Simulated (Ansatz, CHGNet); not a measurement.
Lattice parameter c of Al2Cu (I4/mcm, No. 140) at several levels of theory

No measured value is used here.

| level (code) | value (Å) |
|---|---|
| CHGNet 0.3.0 (CHGNet) | ? |
| LDA (Ansatz) | 4.776 |
| PBE (Ansatz) | ? |
| PBEsol (Ansatz) | 4.820 |
| RPBE (Ansatz) | 4.915 |
| PBE-D4 (Ansatz) | 4.809 |
| PBEsol-D3(BJ) (Ansatz) | ? |
| rVV10 (Ansatz) | 4.886 |
| r²SCAN (Ansatz) | 4.804 |
| r²SCAN+rVV10 (Ansatz) | 4.793 |
| HSE06 (Ansatz) | 4.815 |

Task: Complete the blanks.

Result: 
- CHGNet 0.3.0 (CHGNet), value (Å): 5.049
- PBE (Ansatz, a program for electronic structure), value (Å): 4.877
- PBEsol-D3(BJ) (Ansatz), value (Å): 4.757

HSE06: hybrids on metals are sensitive to the k mesh and can open a false gap. Cutoffs and k meshes differ between the levels. Ansatz's density-functional and Hartree–Fock values are scalar-relativistic unless marked +SOC, with PAW data made under PBE.

Machine-learned potentials (CHGNet 0.3.0) are trained on DFT data, which may include these solids.
